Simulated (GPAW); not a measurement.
GPAW run on ZrAu (P4mm, 2 atoms in the cell): self-consistent single point.

Computed with PBEsol, GPAW PAW datasets PBEsol (made by gpaw-setup) (plane waves; GPAW).

```
CELL_PARAMETERS angstrom
      3.15616     0.00000     0.00000
      0.00000     3.15616     0.00000
      0.00000     0.00000     3.90579
ATOMIC_POSITIONS crystal
  Zr 0.00000 0.00000 0.01280
  Au 0.50000 0.50000 0.50000
```

Reference input (self-consistent single point, DFT PBEsol, plane waves, GPAW PAW datasets PBEsol (made by gpaw-setup)): mode = pw; ecut = 600 eV; xc = PBEsol; kpts = 5 5 5; mesh shift (steps) = 0 0 0; occupations.name = methfessel-paxton; occupations.width = 0.1 eV; occupations.order = 0; nbands = -6; convergence.density = 1e-05 e/electron; convergence.energy = 1e-05 eV/electron; symmetry.symmorphic = false. This run's input differs from it in these lines:

```diff
@@ -16,3 +16,3 @@
             occupations={'name': 'methfessel-paxton', 'width': 0.1, 'order': 0},
-            nbands=-6,
+            nbands=11,
             convergence={'density': 1e-05, 'energy': 1e-05},
```

Output, abridged:

```
Input parameters:
  convergence: {density: 1e-05,
                energy: 1e-05}
  kpts: [5 5 5]
  maxiter: 120
  mode: {ecut: 600,
         name: pw}
  nbands: 11
  occupations: {name: methfessel-paxton,
                order: 0,
                width: 0.1}
  symmetry: {symmorphic: False,
             tolerance: 0.0005}
  xc: PBEsol

species:
  Zr:
    name: Zirconium
    Z: 40.0
    valence: 12
    core: 28
    charge: 0.0
    file: Zr.PBEsol.gz

    # Using partial waves for Zr as LCAO basis

  Au:
    name: Gold
    Z: 79.0
    valence: 11
    core: 68
    charge: 0.0
    file: Au.PBEsol.gz

    # Using partial waves for Au as LCAO basis

Reference energy: -614293.506603  # eV

Spin-paired calculation

Traceback (most recent call last):
   [... frames left out ...]
ValueError: Too few bands!  Electrons: 23.000000, bands: 11
```

The program stopped before any SCF iteration. 

The starting cell comes from a database of computed structures (which also holds hypothetical and non-ambient phases and stackings), without a prior relaxation at this level. Its lattice was rescaled by up to half a per cent. One atom was moved a little off its site on purpose. Spin-orbit coupling is off.
